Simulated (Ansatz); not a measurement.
**LiNbO3: stress against strain**

LiNbO3 (R3c, 10.146 Å³/atom and stress up to 0.01 GPa in the relaxed cell, c along z) under a strain ε along c (axis z), the other axes held. LDA in Ansatz, a plane-wave DFT program (PAW, default set), 420 eV, 8×8×8 Γ-centred mesh, Fermi-Dirac smearing 0.05 eV; ions are relaxed, or left where forces stay under 0.02 eV/Å, within the symmetry of each cell. Stress is positive for a compressed cell.

Here s stands for strain and y for stress zz.

```
strain (%)  stress zz (GPa)
----------  ---------------
-3.00                     ?
-1.50                  3.91
-0.75                  1.93
0.00                   0.00
0.75                  -1.90
1.50                  -3.75
```

The 5 complete rows are fitted with a straight line, y against s. Means: s 0, y 0.038. About the means, the sum of products is -14.363 and the sum of squares of s is 5.6250; the slope is their ratio. Least squares gives y = 0.038 - 2.5533·s. Residuals (row less fit): 0.042, -0.023, -0.038, -0.023, 0.042; standard error 0.045 (degrees of freedom: 3). The slope gives the elastic constant C33 = 255 ± 2 GPa (± standard error of the fit, which holds the terms cut off).

Problem. Estimate the missing y (s = -3.00); what did the run itself give?

Solution. y = 0.038 - 2.5533 × (-3.00) = 7.698 GPa. The calculation gives 7.95 GPa, 0.252 GPa above the prediction (2.2 % of the range of y in the table). The row lies outside the fitted rows, so this is an extrapolation. From the scatter of the fitted rows alone, a prediction at this place has a standard error of 0.075 GPa, so the miss is 3.4 times that.

A polynomial of degree 2 through the 8 other runs of the series gives 8.00 there, so most of the miss is curvature that the fit leaves out. The start is a measured cell from the literature; how it stands against other phases or cation orders wasn't checked. Rows are the converged runs of the series near zero and its far end; series whose fitted rows scatter by over a few per cent of the range, as at a crossing or softening among them, aren't shown in this form, nor equations of state whose B0' disagrees with the runs' pressures. Most that stay on the fit to the last digits aren't either.
